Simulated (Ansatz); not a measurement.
The starting structures come from a database of crystals and need not be the phases stable at ambient conditions.

```
Ag3VO4
1.0
    4.96127     0.00000     0.00000
    0.00000     4.96127     0.00000
    2.48063    -2.48063     4.89356
V Ag O
1 3 4
Cartesian
  0.00000   0.00000   0.00000
  2.48063   0.00000   2.44678
  4.96127   2.48064   2.44678
  2.48063   2.48063   0.00000
  3.48172  -1.47955   3.89665
  1.00109   3.96018   0.99692
  6.44082   1.47955   3.89665
  3.96018   1.00109   0.99692
```

Space group of this cell: I-42m. The cell is taken as given; by PBEsol its mean pressure is -1.9 GPa.

Transport runs along the normal of the first two printed cell vectors, the (001) plane of the conventional cell.

No gap correction and no spin-orbit coupling; mid-gap values are interpolated between computed energies.

Problem. State the band gap and the smallest decay constant κ at mid-gap according to PBEsol (Ansatz, an electronic-structure program).

Solution. Gap 0.39 eV on a 8×8×8 mesh; κ = 0.169 1/Å, at the zone centre.
